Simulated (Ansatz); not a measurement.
**How a calculation on YIn2Ni (Cmcm, 8 atoms in the cell) responds to its settings**

```yaml
crystal:
  lattice:
    - [2.15118, -5.18740, 0.00000]
    - [2.15118, 5.18740, 0.00000]
    - [0.00000, 0.00000, 7.24297]
  atoms:
    - { symbol: Y, position: [0.93174, 0.06826, 0.75000] }
    - { symbol: Y, position: [0.06826, 0.93174, 0.25000] }
    - { symbol: In, position: [0.64441, 0.35559, 0.94998] }
    - { symbol: In, position: [0.35559, 0.64441, 0.05002] }
    - { symbol: In, position: [0.35559, 0.64441, 0.44998] }
    - { symbol: In, position: [0.64441, 0.35559, 0.55002] }
    - { symbol: Ni, position: [0.21223, 0.78777, 0.75000] }
    - { symbol: Ni, position: [0.78777, 0.21223, 0.25000] }
```

Base run A: LDA (PW92), PAW files made with PBE (Ansatz, a first-principles code), self-consistent single point.

Its settings: kpoints.mp_grid.grid = 6 6 4; hamiltonian.xc = lda; hamiltonian.pseudopotentials = {kind: paw} (the program's default PAW files); scf.occupations.method = gaussian; scf.occupations.width = 0.2 eV.

The starting cell comes from a database of computed structures (which also holds hypothetical and non-ambient phases and stackings), without a prior relaxation at this level. Its lattice was rescaled by a random factor within 2.5 % of one. Spin polarisation is off. In the base run, with a pressure of about -4 GPa the cell is away from its equilibrium volume at this level. Ansatz's pressure includes its estimate of the finite-basis (Pulay) stress.

ΔF is the free energy per atom less that of run A. 

```csv
run,"scf.occupations.method, scf.occupations.width",ΔF (meV/atom),pressure (GPa),largest force (eV/Å),TS (meV/atom)
A,"gaussian, 0.2 eV",0.00,-3.89,0.048,7.8
B,"fermi_dirac, 0.05 eV",2.1,-3.90,0.044,2.8
C,"fermi_dirac, 0.3 eV",-68.4,-3.27,0.068,162.3
D,"methfessel_paxton, 0.05 eV",3.4,-3.91,0.037,0.0
E,"methfessel_paxton, 0.1 eV",3.4,-3.90,0.040,-0.1
F,"cold, 0.05 eV",3.4,-3.91,0.037,0.0
G,"cold, 0.2 eV",5.1,-3.89,0.036,-3.2
H,"tetrahedron, default",4.4,-3.90,0.051,0.2
```

Run E against A: The free energy rises by 3.4 meV/atom, the pressure moves little (-3.89 to -3.90 GPa) and the largest force goes from 0.048 to 0.040 eV/Å.

Run F against A: The free energy rises by 3.4 meV/atom, the pressure moves little (-3.89 to -3.91 GPa) and the largest force goes from 0.048 to 0.037 eV/Å.

Keys are those of Ansatz 0.2.
